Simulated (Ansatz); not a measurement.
A self-consistent single point of B₃Ru₂ (P6_3/mmc, 10 atoms in the cell) with Ansatz (an electronic-structure program).

Method: r2SCAN, default PAW files made with PBE (plane waves; Ansatz).

```xyz
10
Lattice="2.9051 0.0000 0.0000 -1.4526 2.5159 0.0000 0.0000 0.0000 12.8125" Properties=species:S:1:pos:R:3 pbc="T T T"
Ru     0.0000     1.6773     1.7918
Ru     1.4526     0.8386     8.1981
Ru     0.0000     1.6773     4.6144
Ru     1.4526     0.8386    11.0207
B      0.0000     1.6773    12.4563
B      1.4526     0.8386     6.0501
B      0.0000     1.6773     6.7624
B      1.4526     0.8386     0.3562
B      0.0000     1.6773     9.6094
B      1.4526     0.8386     3.2031
```

Reference input (self-consistent single point, DFT, r2SCAN, plane waves, default PAW files made with PBE): kpoints.mp_grid.grid = 10 10 2; hamiltonian.xc = r2scan; hamiltonian.pseudopotentials = {kind: paw} (the program's default PAW files); scf.occupations.method = gaussian; scf.occupations.width = 0.0037 Ry. This run's input differs from it in these lines:

Ansatz 0.2 input:
```diff
@@ -17,3 +17,3 @@
 kpoints:
-  mp_grid: { grid: [10, 10, 2] }
+  mp_grid: { grid: [7, 7, 2] }
 hamiltonian:
@@ -22,3 +22,3 @@
 scf:
-  occupations: { method: gaussian, width: 0.0037 Ry }
+  occupations: { method: gaussian, width: 0.022 Ry }
 output:
```

The program printed (abridged):

```
SCF iter   1: F=—  HF=-24505.452247 eV  |F-HF|=—  |Δ(HF+E_count)|=         —  Δρ=1.20e-2  dr2=8.67e-2  dr2_τ=6.16e-1  ethr=1.77e-3  ⟨swp⟩=5.2  Hψ=2953  notcnv=0
all-band conjugate gradients solve this SCF's bands
preconditioner: auto → Kerker (q_TF=auto, 2.669 Å⁻¹)
SCF iter   2: F=—  HF=-24505.656900 eV  |F-HF|=—  |Δ(HF+E_count)|=   2.05e-1  Δρ=7.21e-3  dr2=2.09e-2  dr2_τ=2.00e-3  ethr=1.06e-4  ⟨swp⟩=2.1  Hψ=1309  notcnv=0
   [... lines left out ...]
SCF iter   5: F=—  HF=-24505.664284 eV  |F-HF|=—  |Δ(HF+E_count)|=   3.37e-5  Δρ=1.16e-4  dr2=1.48e-5  dr2_τ=4.40e-7  ethr=1.21e-7  ⟨swp⟩=2.4  Hψ=1342  notcnv=0
SCF iter   6: F=—  HF=-24505.664290 eV  |F-HF|=—  |Δ(HF+E_count)|=   5.45e-6  Δρ=3.05e-5  dr2=5.53e-7  dr2_τ=3.83e-8  ethr=1.80e-8  ⟨swp⟩=2.0  Hψ=1167  notcnv=0
SCF iter   7: F=-24505.664290 eV  HF=-24505.664290 eV  |F-HF|=1.04e-8  |Δ(HF+E_count)|=   3.40e-7  Δρ=5.34e-6  dr2=3.26e-8  dr2_τ=2.44e-9  ethr=1.22e-10  ⟨swp⟩=10.3  Hψ=3741  notcnv=0
SCF 1 converged in 7 iterations: F = -24505.664290 eV  dr2 = 3.26e-8
Free energy (F): -24505.664290 eV
Internal energy: -24505.550791 eV  (E = F + TS)
E sigma→0 (E₀):  -24505.607541 eV
Entropy (-TS):   -0.113499 eV (-11.350 meV/atom)
Fermi energy:    18.645579 eV
--- Forces (eV/Å), atoms counted from 1 ---
  atom   1  Ru     0.00000000     0.00000000     0.08061524
  atom   2  Ru     0.00000000    -0.00000000     0.08061524
  atom   3  Ru     0.00000000     0.00000000    -0.08061524
  atom   4  Ru     0.00000000    -0.00000000    -0.08061524
  atom   5  B     -0.00000000    -0.00000000    -0.74004436
  atom   6  B     -0.00000000     0.00000000    -0.74004436
  atom   7  B     -0.00000000    -0.00000000     0.74004436
  atom   8  B     -0.00000000     0.00000000     0.74004436
  atom   9  B      0.00000000     0.00000000     0.00000000
  atom  10  B      0.00000000    -0.00000000     0.00000000
--- Stress (GPa, compression-positive) ---
        0.129156       0.000000       0.000000
       -0.000000       0.129156       0.000000
        0.000000       0.000000      -0.794347
  P = ⅓ Tr σ = -0.1787 GPa (-1.787 kbar)
  The stress holds the Pulay correction. Without it, at fixed plane waves, as pw.x and ABINIT print it: P = -0.2548 GPa
```

The run converged in 7 iterations. Against the reference run the free energy is nearly the same (within 1 meV/atom), the pressure goes from -0.50 to -0.18 GPa and the largest force goes from 0.757 to 0.740 eV/Å.

The starting cell comes from a database of published, mostly measured structures (it also holds non-ambient and calculated ones), without a prior relaxation at this level. Spin polarisation is off. Ansatz's pressure includes its estimate of the finite-basis (Pulay) stress.
